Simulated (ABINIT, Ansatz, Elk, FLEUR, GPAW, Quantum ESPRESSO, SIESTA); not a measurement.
# One structure in several programs: KMgH3 (P1, 5 atoms in the cell)

Self-consistent single point, at a second geometry (atoms moved at random). First geometry:

```yaml
crystal:
  lattice:
    - [3.98810, 0.00000, 0.00000]
    - [0.00000, 3.98810, 0.00000]
    - [0.00000, 0.00000, 3.98810]
  atoms:
    - { symbol: K, position: [0.00000, 0.00000, 0.00000] }
    - { symbol: Mg, position: [0.50000, 0.50000, 0.50000] }
    - { symbol: H, position: [0.50000, 0.00000, 0.50000] }
    - { symbol: H, position: [0.00000, 0.50000, 0.50000] }
    - { symbol: H, position: [0.50000, 0.50000, 0.00000] }
```

Second geometry:
```yaml
crystal:
  lattice:
    - [3.98810, 0.00000, 0.00000]
    - [0.00000, 3.98810, 0.00000]
    - [0.00000, 0.00000, 3.98810]
  atoms:
    - { symbol: K, position: [0.00802, 0.99857, 0.98343] }
    - { symbol: Mg, position: [0.51395, 0.50143, 0.49552] }
    - { symbol: H, position: [0.49524, 0.01572, 0.49875] }
    - { symbol: H, position: [0.98833, 0.50579, 0.51058] }
    - { symbol: H, position: [0.49446, 0.47849, 0.01172] }
```

Shared settings, as Ansatz (a program for electronic structure) writes them: kpoints.mp_grid.grid = 4 4 4; scf.occupations.method = fixed. Potentials and cutoffs stand in the table.

```json
[
 {"code": "ABINIT", "model": "LDA (PW92), PAW (JTH v2.0 LDA PAW)", "ΔF from the first geometry (meV/atom)": "10.2", "pressure (GPa)": "-1.63", "largest force (eV/Å)": "0.411", "gap on the mesh (eV)": "2.129", "cutoff": "30 Ha"},
 {"code": "Quantum ESPRESSO", "model": "LDA (PZ), GBRV 1.5 ultrasoft (LDA) pseudopotentials", "ΔF from the first geometry (meV/atom)": "10.2", "pressure (GPa)": "-2.41", "largest force (eV/Å)": "0.410", "gap on the mesh (eV)": "2.123", "cutoff": "40 Ry"},
 {"code": "Ansatz", "model": "LDA (PW92), PAW files made with PBE", "ΔF from the first geometry (meV/atom)": "10.1", "pressure (GPa)": "-1.82", "largest force (eV/Å)": "0.407", "gap on the mesh (eV)": "2.124", "cutoff": "default"},
 {"code": "Elk", "model": "LDA (PW92), all-electron FP-LAPW, Elk's shipped species files, APW+lo basis with extra local orbitals", "ΔF from the first geometry (meV/atom)": "–", "pressure (GPa)": "–", "largest force (eV/Å)": "–", "gap on the mesh (eV)": "2.102", "cutoff": "rgkmax 7.5"},
 {"code": "FLEUR", "model": "LDA (Perdew-Zunger), all-electron FLAPW (FLEUR), scalar-relativistic valence", "ΔF from the first geometry (meV/atom)": "10.2", "pressure (GPa)": "–", "largest force (eV/Å)": "0.412", "gap on the mesh (eV)": "2.124", "cutoff": "Kmax 4.4 1/bohr"},
 {"code": "GPAW", "model": "LDA (Perdew-Wang 92), GPAW PAW datasets LDA (gpaw-data 1.0.1)", "ΔF from the first geometry (meV/atom)": "10.1", "pressure (GPa)": "-1.76", "largest force (eV/Å)": "0.407", "gap on the mesh (eV)": "2.127", "cutoff": "850 eV"},
 {"code": "SIESTA", "model": "LDA PW92, numerical atomic orbitals TZP, PseudoDojo LDA standard norm-conserving potentials (rewritten from UPF to PSML)", "ΔF from the first geometry (meV/atom)": "10.6", "pressure (GPa)": "-1.44", "largest force (eV/Å)": "0.385", "gap on the mesh (eV)": "1.855", "cutoff": "grid 400 Ry"}
]
```

Size of the force on each atom (eV/Å): Sizes of forces hide their directions.

```json
[
 {"code": "ABINIT", "K1": "0.164", "Mg2": "0.411", "H3": "0.337", "H4": "0.366", "H5": "0.326"},
 {"code": "Quantum ESPRESSO", "K1": "0.163", "Mg2": "0.410", "H3": "0.336", "H4": "0.364", "H5": "0.324"},
 {"code": "Ansatz", "K1": "0.162", "Mg2": "0.407", "H3": "0.335", "H4": "0.362", "H5": "0.323"},
 {"code": "FLEUR", "K1": "0.162", "Mg2": "0.412", "H3": "0.337", "H4": "0.366", "H5": "0.325"},
 {"code": "GPAW", "K1": "0.161", "Mg2": "0.407", "H3": "0.335", "H4": "0.361", "H5": "0.323"},
 {"code": "SIESTA", "K1": "0.210", "Mg2": "0.385", "H3": "0.354", "H4": "0.368", "H5": "0.338"}
]
```

A dash marks a value that a program does not give, or that is left out as unsure.

Gaps are read on the mesh.

The spread over the programs that give each value: ΔF from the first geometry within 0.5 meV/atom; pressure within 0.97 GPa; largest force within 0.027 eV/Å; gap on the mesh within 0.274 eV.

SIESTA uses small atom-centred bases, whose incompleteness enters pressures, forces and empty levels differently from a plane-wave cutoff. Elk and FLEUR treat all electrons, but the usual bases taken here (sphere radii, linearisation, local orbitals, empty states) were not tested for convergence, so the values are no reference for the others. Ansatz's pressure is given at a fixed set of plane waves, as the other plane-wave codes print theirs; with its correction for the finite basis it is -1.76 GPa. The same LDA comes in different parametrisations, which differ slightly. In the gap, SIESTA (by 0.270) lies more than 0.12 eV from the median of the plane-wave programs.

The starting cell comes from a database of computed structures (which also holds hypothetical and non-ambient phases and stackings), without a prior relaxation at this level. For this run, on top of that: atoms moved at random.

Left out of this page: CP2K (unsound by tests on forces, stress, charge or solver warnings).

Keys are those of Ansatz 0.2.
